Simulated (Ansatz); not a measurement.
Results of PBE0 in Ansatz (PAW) for cubic perovskite CsHgBr₃ (idealised or unconfirmed structure).

Run with plane-wave cutoff 460 eV, 6×6×6 k mesh, Fermi–Dirac smearing 0.05 eV, scalar-relativistic PAW data made under PBE.

A third-order Birch–Murnaghan fit to the energies gives V0 = 35.346 Å³/atom, B0 = 26.8 GPa, B′ = 5.2.

```tsv
V (Å³/atom)	P (GPa)
33.484	…
34.366	…
35.247	0.075
35.825	…
37.009	-1.096
```

Problem. Estimate the withheld pressures from this fit; the answers are the runs' own values.

Solution. 
- 33.484, P (GPa): 1.668
- 34.366, P (GPa): 0.810
- 35.825, P (GPa): -0.350

The formula P = (3/2) B0 (x^(7/3) − x^(5/3)) [1 + (3/4)(B′ − 4)(x^(2/3) − 1)] with x = V0/V meets the computed pressures within 0.01 GPa when these rounded values are put in.

Note: the relaxation could not lower the start's symmetry, so the cell can be a saddle point above a distorted one.

Spin–orbit coupling is not included; it can open a gap where bands touch, and shift volumes and moduli.

The computed numbers hold no vibrational or temperature effects.

Ansatz is a program for electronic structure.
